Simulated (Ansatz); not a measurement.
# KTaO3 under a change: electrons 2.0×10^21 cm⁻³

Consider KTaO3 in the cubic perovskite structure (space group Pm-3m, No. 221; a = 4.023 Å).

Modification: electron doping at 2.0×10^21 cm⁻³ (0.130 per cell), with a uniform compensating background at fixed cell and a 300 K Fermi–Dirac width.

All numbers come from Ansatz (a quantum-chemistry and plane-wave program) PBE, scalar-relativistic without spin-orbit coupling, earlier PAW set. k-mesh 12×12×12 (Γ-centred); smearing 0.0259 eV (Fermi–Dirac).

The gap between the host's bands goes up by 0.11 eV to 2.28 eV and the gap character stays indirect, R → Γ. The Fermi level relative to the doped band's edge (positive inside the band; to 0.05 eV) comes out as +0.30 eV.

Final structure:

```
KTaO3
1.0
    4.02318     0.00000     0.00000
    0.00000     4.02318     0.00000
    0.00000     0.00000     4.02318
K Ta O
1 1 3
Direct
  0.00000   0.00000   0.00000
  0.50000   0.50000   0.50000
  0.00000   0.50000   0.50000
  0.50000   0.50000   0.00000
  0.50000   0.00000   0.50000
```
Cell charge -0.130238.

Charged cell with a jellium background: band edges are those of the host's band count, energies are not comparable with the neutral cell, and many-body gap narrowing is missing. Spin-orbit coupling, missing from the scalar runs, can matter with Ta. Whether these cells are dynamically stable was not tested.
